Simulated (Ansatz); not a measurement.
Ansatz (a first-principles code) run on NbC (P6_3/mmc, 4 atoms in the cell): relaxation of cell and atoms.

Computed with PBEsol, PAW files made with PBE (plane waves; Ansatz).

```
CELL_PARAMETERS angstrom
      3.68897     0.00000     0.00000
     -1.84449     3.19475     0.00000
      0.00000     0.00000     4.43994
ATOMIC_POSITIONS crystal
  Nb 0.33333 0.66667 0.25000
  Nb 0.66667 0.33333 0.75000
  C  0.33333 0.66667 0.75000
  C  0.66667 0.33333 0.25000
```

Reference input (self-consistent single point, DFT, PBEsol, plane waves, PAW files made with PBE): basis.ecutwfc = 30.9 Ry; kpoints.mp_grid.grid = 8 8 6; hamiltonian.xc = pbesol; hamiltonian.pseudopotentials = {kind: paw} (the program's default PAW files); scf.occupations.method = fermi_dirac; scf.occupations.width = 0.01 Ry. This run's input differs from it in these lines:

```diff
@@ -19,2 +19,4 @@
   occupations: { method: fermi_dirac, width: 0.01 Ry }
+relax:
+  cell: {}
 output:
```

Output (repeated stretches shortened):

```
   [... SCF lines of the steps left out ...]
relax step   1: F+E_penalty+E_count = -9486.07608026 eV  Δ(F+E_penalty+E_count) = +0.000e0 eV  max|allowed force component| = 2.082e-16 eV/Å  Δτ_max = 0.0000 Å  P = -3.000 GPa  Ω = 52.326 Å³  (8 SCF iters, dr2 threshold 1.00e-7 eV, accepted)
relax step   2: F+E_penalty+E_count = -9486.08616485 eV  Δ(F+E_penalty+E_count) = -1.008e-2 eV  max|allowed force component| = 2.683e-16 eV/Å  Δτ_max = 0.0000 Å  P = +1.377 GPa  Ω = 51.476 Å³  energy of the carried Pulay correction = +6.276e-4 eV  [...]
   [... lines left out ...]
relax step   5: F+E_penalty+E_count = -9486.08715128 eV  Δ(F+E_penalty+E_count) = +2.436e-7 eV  max|allowed force component| = 2.174e-16 eV/Å  Δτ_max = 0.0000 Å  P = -0.000 GPa  Ω = 51.757 Å³  energy of the carried Pulay correction = +4.166e-4 eV  [...]
relax step   6: F+E_penalty+E_count = -9486.08675408 eV  Δ(F+E_penalty+E_count) = +3.972e-4 eV  max|allowed force component| = 1.850e-16 eV/Å  Δτ_max = 0.0000 Å  P = -0.011 GPa  Ω = 51.757 Å³  stress off target by 1.77e-2 GPa  SCF on the basis [...]
basis re-selected at this cell: Δ(F+E_penalty+E_count) = +3.972e-4 eV, ΔP = -0.011 GPa vs the last step
the relaxation is at rest under the 24 symmetry operations that the run kept from its start: a minimum is not shown …
Stability not checked: this state was not tested for a lower state beside it, because too few of the mixer's solves of this state at the end of the SCF gave a …
Free energy (F): -9486.086754 eV
Internal energy: -9485.983914 eV  (E = F + TS)
   [... lines left out ...]
Fermi energy:    15.439136 eV
  cell:  # Å, volume = 51.7566 Å³
   [... lines left out ...]
    - [-1.8436764191166746, 3.1933406535301683, 0.0]
    - [0.0, 0.0, 4.395474453687512]
  atoms:
    - { symbol: Nb, position: [0.33333333333333326, 0.6666666666666667, 0.25] }
    - { symbol: Nb, position: [0.6666666666666666, 0.33333333333333337, 0.7499999999999999] }
    - { symbol: C, position: [0.33333333333333326, 0.6666666666666667, 0.7499999999999999] }
    - { symbol: C, position: [0.6666666666666666, 0.33333333333333337, 0.25] }
```

The run converged. 

Summary of the result:
- Free energy E − TS (on the zero of these files) = -9486.0868 eV
- Fermi level (on the code's own zero) = 15.44 eV
- Pressure = -0.01 GPa
- Final cell = a = b = 3.687 Å, c = 4.395 Å, α = β = 90.00°, γ = 120.00°
- Final volume per atom = 12.94 Å³
- Relaxation steps = 6

The starting cell comes from a database of computed structures (which also holds hypothetical and non-ambient phases and stackings), without a prior relaxation at this level. Its lattice was rescaled by a random factor within 2.5 % of one. Spin polarisation is off. The relaxation keeps the symmetry of its start, so its end need not be a minimum. Ansatz's pressure includes its estimate of the finite-basis (Pulay) stress.

Keys are those of Ansatz 0.2.
